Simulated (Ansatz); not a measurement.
Abridged Ansatz (a program for electronic structure) output:

```
Pseudopotential: Tl, paw, valence charge 13
Pseudopotential: Cl, paw, valence charge 7
Crystal: 4 atoms, lattice volume = 126.419 Å³
Basis set: ecut = 420 eV, 2467 PW (Γ), exchange–correlation on 60×60×108 points (8 copies of the dense FFT grid, shifted against one another)
Bands: 24, of which v1, the nominal top of the filled ones, is band 20 counted from 1 (19 counted from 0)
Symmetry: 24 space group operations
k-points: 36 of 405
Functional: x = pbesol(κ = 0.804, μ = 0.12345679012345678), c = pbesol(β = 0.046)
SCF iter   1: F=—  HF=-24716.628120 eV  |F-HF|=—  |Δ(HF+E_count)|=         —  Δρ=4.47e-3  dr2=4.71e-2  ethr=1.77e-3  ⟨swp⟩=6.1  Hψ=3761  notcnv=0
SCF iter   2: F=—  HF=-24716.611712 eV  |F-HF|=—  |Δ(HF+E_count)|=   1.64e-2  Δρ=1.38e-3  dr2=4.27e-3  ethr=1.18e-4  ⟨swp⟩=2.1  Hψ=1406  notcnv=0
SCF 1 converged in 8 iterations: F = -24716.610900 eV  dr2 = 1.29e-10
SCF converged after 8 iterations
Free energy (F): -24716.610900 eV
Internal energy: -24716.610900 eV  (E = F + TS)
E sigma→0 (E₀):  -24716.610900 eV
Fermi energy:    5.357940 eV
--- Forces (eV/Å), atoms counted from 1 ---
  atom   1  Tl     0.00000000     0.00000000     0.00000000
  atom   2  Tl    -0.00000000    -0.00000000     0.00000000
  atom   3  Cl     0.00000000    -0.00000000     0.00000000
  atom   4  Cl     0.00000000     0.00000000     0.00000000
--- Stress (GPa, compression-positive) ---
       -0.001003       0.000000       0.000000
        0.000000      -0.001003       0.000000
        0.000000       0.000000      -0.002077
  P = ⅓ Tr σ = -0.0014 GPa (-0.014 kbar)
```

Task: What was computed, and what are the main results?

Result: TlCl, 4 atoms in the cell, with PBEsol (Ansatz; PAW; 420 eV plane waves; spin-orbit coupling left out). The last SCF converged to F = -24716.610900 eV, or -6179.1527 eV per atom, at a pressure of 0.00 GPa. The total energy compares only with runs of the same code, potentials and settings.

Spin-orbit coupling, missing from the scalar runs, can matter with Tl. No phonon test of stability was made. The cell is TlCl in the NiAs type structure (space group P6_3/mmc, No. 194; a hypothetical phase, not in the database extracts checked).
